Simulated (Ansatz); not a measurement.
```xyz
23
Lattice="3.8492 -0.0002 0.0054 0.0000 3.8494 -0.0943 -0.2817 -0.0559 28.6706" Properties=species:S:1:pos:R:3 pbc="T T T"
S      0.3064     1.5607     3.9505
S      2.4820     3.4253     1.2147
S      0.3183     1.6934     9.3920
S      2.2477     3.5516     6.6265
S      0.3111     1.8212    14.8536
S      2.2414     3.6852    12.0701
Zn     0.3267     3.5181     5.2445
Zn     2.2064     1.5340     2.5677
Zn     0.3186     3.6514    10.6887
Zn     2.2448     1.6597     8.0162
Zn     2.2337     1.7944    13.4598
Al     3.2598     1.0262    19.0255
Al     1.3272     2.9451    19.0041
Al     1.3359     0.9403    16.9258
Al     3.2333     2.9003    16.8716
Al     3.2688     1.1573    23.2316
Al     1.3376     3.0754    23.2471
Al     1.3354     1.0922    21.1576
Al     3.2635     3.0157    21.1214
Al     3.2968     1.2892    27.3902
Al     1.3117     3.2181    27.7904
Al     1.3494     1.2242    25.3867
Al     3.2698     3.1513    25.3789
```

The first 11 atoms are the substrate (ZnS-zb), the rest the film (Al).

Computed with PBE (plane waves to 420 eV, PAW; Ansatz, an electronic-structure program). Scalar-relativistic, without spin–orbit coupling; the runs are not spin-polarised; PBE gaps are too small against experiment. Its k-point mesh 8×8×1, Fermi–Dirac width 0.05 eV.

Q: Describe the bonding at the interfaces and give the barriers.

A: A periodic stack without vacuum, fcc Al (0 0 1) on zinc-blende ZnS (0 0 1) (film strained to the substrate, started from cuts of the bulks and a machine-learned relaxation): substrate slab S6Zn5, film Al12, surface cells [[1, 0], [1, 1]] and [[0, -1], [2, 1]], film strained by -4.8 and -4.8 %, outermost planes S/S and Al/Al as cut, which need not be the usual terminations and can put a slab off its formula.
The interface area is 14.8 Å² and the period comes out as 28.66 Å. The gaps between the outermost planes at the two interfaces comes out as 2.04 and 2.10 Å and the Al–S contacts across the interfaces within 1.22 times the sum of covalent radii is 3, mean 2.41 Å. The hole barrier (PBE, at the middle of a substrate layer that carries a field) is 1.18 eV and the electron barrier (PBE, at the middle of a substrate layer that carries a field) is 0.84 eV. The slope of the mean potential energy in the substrate is -4.7 MV/cm × e.
